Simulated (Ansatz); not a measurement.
An Ansatz (a quantum-chemistry and plane-wave program) input (r2SCAN in Ansatz (plane waves to 500 eV, PAW, no spin-orbit coupling)):

Ansatz 0.2 input:
```yaml
crystal:
  lattice:
    - [0.0646463729, 2.2682937858, 2.2682937858]
    - [2.2682937858, 0.0646463729, 2.2682937858]
    - [2.3329401587, 2.3329401587, 0]
  atoms:
    - { symbol: P, position: [0.25, 0.25, 0.25] }
    - { symbol: B, position: [0, 0, 0] }
basis: { ecutwfc: 500, ecutrho_ratio: 4, xc_grid: 4, fft_grid_basis: typed }
kpoints: { mp_grid: { grid: [12, 12, 12] } }
hamiltonian:
  xc: r2scan
  dispersion: none
  pseudopotentials: { kind: paw }
scf: { occupations: { method: fermi_dirac, width: 0.05 }, convergence: { dr2_threshold: 0.0000000002 } }
relax: { f_tol: 0.005, max_steps: 50 }
output: { forces: true, stress: true }
checkpoint: { write: state.ck, write_every: 1000 }
```

### Question
Which symmetry and how many k-points will the program report, and about how many plane waves at Γ?

### Answer
Space group Imm2 (ITA 44) with 4 operations, k-points 280 of 1728, and 587 plane waves at Γ.

### Question
And the final pressure?

### Answer
0.43 GPa (compression positive).

The cells carry an imposed strain or load. No phonon test of stability was made. The cell was made from BP in the zinc blende structure (space group F-43m, No. 216) by this change: tensor shear ε_xy = +2.85 %.
